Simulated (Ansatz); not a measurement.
## HfC, response to strain

The parent structure is HfC in the rock salt structure (space group Fm-3m, No. 225; a = 4.6406 Å; relaxed with 0.1 eV smearing). Axes: x, y, z lie along the cube axes.

Strains are applied to the cell and any free atomic positions relax; under biaxial strain the out-of-plane vector relaxes too.

Method: r2SCAN (Ansatz, a program for electronic structure), without spin-orbit coupling.

Candidates:
(a) tensor shear ε_yz = −1.37 %
(b) tensor shear ε_xy = +3.17 %
(c) biaxial strain −1.62 %, plane normal [111], relaxed out of plane
(d) uniaxial strain ε_yy = −1.02 %

Notes on the quantities. energy relative to the base: free energy F.

Order them by energy relative to the base, lowest first.

(d) uniaxial strain ε_yy = −1.02 % (+2.2 meV/atom), (a) tensor shear ε_yz = −1.37 % (+5.5 meV/atom), (c) biaxial strain −1.62 %, plane normal [111], relaxed out of plane (+12 meV/atom), (b) tensor shear ε_xy = +3.17 % (+29 meV/atom)

Whether these cells are dynamically stable was not tested. All final runs are without spin polarisation.
